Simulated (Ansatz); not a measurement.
The starting structures come from a database of crystals and need not be the phases stable at ambient conditions.

## Evanescent states of K4CdP2 (R-3m, not sure to be the ambient phase, 7 atoms a cell, 36.1 Å³ an atom) along the normal of (101)

Level of theory: PBEsol (plane waves, PAW; Ansatz, a quantum-chemistry and plane-wave program).

No gap correction and no spin-orbit coupling; mid-gap values are interpolated between computed energies.

Energies count from the valence-band top; κ is the least over a 6×4 mesh across the current.

| E (eV) | κ (1/Å) | where |
|---|---|---|
| 0.03 | 0.101 | off Γ |
| 0.09 | 0.168 | off Γ |
| 0.15 | 0.175 | Γ |
| 0.21 | 0.170 | Γ |
| 0.27 | 0.165 | Γ |
| 0.33 | 0.159 | Γ |
| 0.39 | 0.152 | Γ |
| 0.45 | 0.144 | Γ |
| 0.51 | 0.134 | Γ |
| 0.57 | 0.122 | Γ |
| 0.63 | 0.107 | Γ |
| 0.69 | 0.088 | Γ |
| 0.75 | 0.062 | Γ |

Problem. How thick must the barrier be to attenuate the transmission by 10^4 when the electrodes' Fermi level lies at 0.39 eV, and what attenuation does that film give at 0.03 eV?

Solution. d = 4 ln 10 / (2 × 0.152) = 30.3 Å. At 0.03 eV it gives 4 × 0.101/0.152 = 2.7 decades.
